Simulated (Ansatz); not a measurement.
An Ansatz (a program for electronic structure) input (PBEsol/PAW in Ansatz, without spin-orbit coupling):

Ansatz 0.2 input:
```yaml
crystal:
  lattice:
    - [0, 3.005063187, 3.005063187]
    - [3.005063187, 0, 3.005063187]
    - [3.005063187, 3.005063187, 0]
  atoms:
    - { symbol: Hg, position: [0, 0, 0] }
    - { symbol: Se, position: [0.25, 0.25, 0.25] }
basis: { ecutwfc: 420, ecutrho_ratio: 4, xc_grid: 2, fft_grid_basis: typed }
kpoints: { mp_grid: { grid: [9, 9, 9] } }
hamiltonian:
  xc: pbesol
  dispersion: none
  pseudopotentials: { kind: paw }
scf: { occupations: { method: fermi_dirac, width: 0.05 }, convergence: { dr2_threshold: 0.0000000002 } }
relax: { f_tol: 0.005, max_steps: 50 }
output: { forces: true, stress: true }
checkpoint: { write: state.ck, write_every: 1000 }
```

Which symmetry and how many k-points will the program report, and about how many plane waves at Γ?

Space group F-43m (ITA 216) with 24 operations, k-points 35 of 729, and 1067 plane waves at Γ.

And the final pressure?

3.65 GPa (compression positive).

A case with no gap was solved on a k-mesh chosen for an insulator, which is coarse for it. The cells carry an imposed strain or load. Whether these cells are dynamically stable was not tested. All final runs are without spin polarisation. The cell was made from HgSe in the zinc blende structure (space group F-43m, No. 216) by this change: isotropic strain −2.00 %.
